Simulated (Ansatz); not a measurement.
## NiSi2, pressure series

Start from NiSi2 (space group Fm-3m, No. 225; non-magnetic).

```xyz
3
Lattice="0.0000 2.7220 2.7220 2.7220 0.0000 2.7220 2.7220 2.7220 0.0000" Properties=species:S:1:pos:R:3 pbc="T T T"
Ni     0.0000     0.0000     0.0000
Si     1.3610     1.3610     1.3610
Si     4.0830     4.0830     4.0830
```

Cell and atoms are relaxed at each pressure.

Method: Kohn–Sham DFT with the PBE functional, run in Ansatz (a quantum-chemistry and plane-wave program) with PAW and 420 eV plane waves, without spin-orbit coupling, earlier PAW set.

Two rows of this table had their results exchanged by mistake.

| pressure | volume per atom (Å³) | shortest distance (Å) | band gap |
|---|---|---|---|
| pressure −2 GPa | 13.64 | 2.368 | zero |
| pressure −1 GPa | 13.54 | 2.363 | zero |
| pressure 0.3 GPa | 13.42 | 2.356 | zero |
| pressure 0.7 GPa | 13.38 | 2.354 | zero |
| pressure 1.5 GPa | 12.67 | 2.311 | zero |
| pressure 3 GPa | 13.19 | 2.342 | zero |
| pressure 5 GPa | 13.03 | 2.333 | zero |
| pressure 7.5 GPa | 12.84 | 2.322 | zero |
| pressure 10 GPa | 13.31 | 2.349 | zero |

Question: Which two?

Answer: The rows for pressure 1.5 GPa and pressure 10 GPa: the volume has to fall steadily with pressure, so 13.31 Å³ belongs to pressure 1.5 GPa and 12.67 Å³ to pressure 10 GPa.

Load acts through the strain it causes; cell and atoms are relaxed under it. No phonon test of stability was made. Competing high-pressure phases were not computed. Starting moments died away, wholly or in part, for the base; another magnetic solution may exist. The final runs are not spin-polarised.
